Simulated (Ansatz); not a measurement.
Ansatz (an electronic-structure program) run on CaPt2 (R3m, 6 atoms in the cell): self-consistent single point.

Method: PBEsol, default PAW files made with PBE (plane waves; Ansatz).

The change in words: lattice scaled by 0.98; basis.ecutwfc: 420 eV → 840 eV. Reference geometry:
```yaml
crystal:
  lattice:
    - [0.00000, 3.81133, 3.81133]
    - [3.81133, 0.00000, 3.81133]
    - [3.81133, 3.81133, 0.00000]
  atoms:
    - { symbol: Ca, position: [0.00379, 0.00379, 0.00379] }
    - { symbol: Ca, position: [0.25000, 0.25000, 0.25000] }
    - { symbol: Pt, position: [0.12500, 0.62500, 0.62500] }
    - { symbol: Pt, position: [0.62500, 0.62500, 0.12500] }
    - { symbol: Pt, position: [0.62500, 0.12500, 0.62500] }
    - { symbol: Pt, position: [0.62500, 0.62500, 0.62500] }
```

Reference input (self-consistent single point, DFT, PBEsol, plane waves, default PAW files made with PBE): basis.ecutwfc = 420 eV; kpoints.mp_grid.grid = 5 5 5; hamiltonian.xc = pbesol; hamiltonian.pseudopotentials = {kind: paw} (the program's default PAW files); scf.occupations.method = gaussian; scf.occupations.width = 0.1 eV. This run's input differs from it in these lines:

Ansatz 0.2 input:
```diff
@@ -2,5 +2,5 @@
   lattice:
-    - [0.00000000, 3.81133300, 3.81133300]
-    - [3.81133300, 0.00000000, 3.81133300]
-    - [3.81133300, 3.81133300, 0.00000000]
+    - [0.00000000, 3.73510600, 3.73510600]
+    - [3.73510600, 0.00000000, 3.73510600]
+    - [3.73510600, 3.73510600, 0.00000000]
   atoms:
@@ -13,3 +13,3 @@
 basis:
-  ecutwfc: 420.0
+  ecutwfc: 840.0
 kpoints:
```

The program printed (abridged):

```
SCF iter   1: F=—  HF=-53128.108077 eV  |F-HF|=—  |Δ(HF+E_count)|=         —  Δρ=9.20e-3  dr2=3.48e-2  ethr=1.77e-3  ⟨swp⟩=7.5  Hψ=4371  notcnv=0  defer=2
all-band conjugate gradients solve this SCF's bands
preconditioner: auto → Kerker (q_TF=auto, 2.672 Å⁻¹)
SCF iter   2: F=—  HF=-53128.100262 eV  |F-HF|=—  |Δ(HF+E_count)|=   7.81e-3  Δρ=5.14e-3  dr2=1.54e-2  ethr=3.78e-5  ⟨swp⟩=2.4  Hψ=1608  notcnv=0  defer=2
   [... lines left out ...]
SCF iter   6: F=—  HF=-53128.096696 eV  |F-HF|=—  |Δ(HF+E_count)|=   1.27e-4  Δρ=6.52e-5  dr2=8.98e-6  ethr=2.14e-8  ⟨swp⟩=2.1  Hψ=1298  notcnv=0  defer=2
SCF iter   7: F=—  HF=-53128.096694 eV  |F-HF|=—  |Δ(HF+E_count)|=   1.17e-6  Δρ=2.24e-5  dr2=1.50e-6  ethr=9.76e-9  ⟨swp⟩=2.2  Hψ=1150  notcnv=0  defer=2
SCF iter   8: F=—  HF=-53128.096694 eV  |F-HF|=—  |Δ(HF+E_count)|=   2.37e-7  Δρ=9.27e-6  dr2=2.36e-7  ethr=1.63e-9  ⟨swp⟩=1.7  Hψ=1072  notcnv=0  defer=2
SCF iter   9: F=-53128.096694 eV  HF=-53128.096694 eV  |F-HF|=3.40e-9  |Δ(HF+E_count)|=   4.72e-8  Δρ=1.37e-6  dr2=4.29e-9  ethr=1.09e-10  ⟨swp⟩=8.3  Hψ=3969  notcnv=0
SCF 1 converged in 9 iterations: F = -53128.096694 eV  dr2 = 4.29e-9
Free energy (F): -53128.096694 eV
Internal energy: -53128.073093 eV  (E = F + TS)
E sigma→0 (E₀):  -53128.084893 eV
Entropy (-TS):   -0.023601 eV (-3.934 meV/atom)
Fermi energy:    17.926040 eV
--- Forces (eV/Å), atoms counted from 1 ---
  atom   1  Ca    -0.15819343    -0.15819343    -0.15819343
  atom   2  Ca     0.05766472     0.05766472     0.05766472
  atom   3  Pt     0.05062671     0.02560327     0.02560327
  atom   4  Pt     0.02560327     0.02560327     0.05062671
  atom   5  Pt     0.02560327     0.05062671     0.02560327
  atom   6  Pt    -0.00130644    -0.00130644    -0.00130644
--- Stress (GPa, compression-positive) ---
        9.298747       0.069866       0.069866
        0.069866       9.298747       0.069866
        0.069866       0.069866       9.298747
  P = ⅓ Tr σ = 9.2987 GPa (92.987 kbar)
  The stress holds the Pulay correction. Without it, at fixed plane waves, as pw.x and ABINIT print it: P = 9.2971 GPa
```

The run converged in 9 iterations. Against the reference run the free energy rises by 24.5 meV/atom, the pressure goes from -1.06 to 9.30 GPa and the largest force goes from 0.227 to 0.274 eV/Å.

The starting cell comes from a database of computed structures (which also holds hypothetical and non-ambient phases and stackings), without a prior relaxation at this level. Its lattice was rescaled by up to half a per cent. One atom was moved a little off its site on purpose. For this run, on top of that: lattice scaled by 0.98. Spin polarisation is off. Ansatz's pressure includes its estimate of the finite-basis (Pulay) stress.
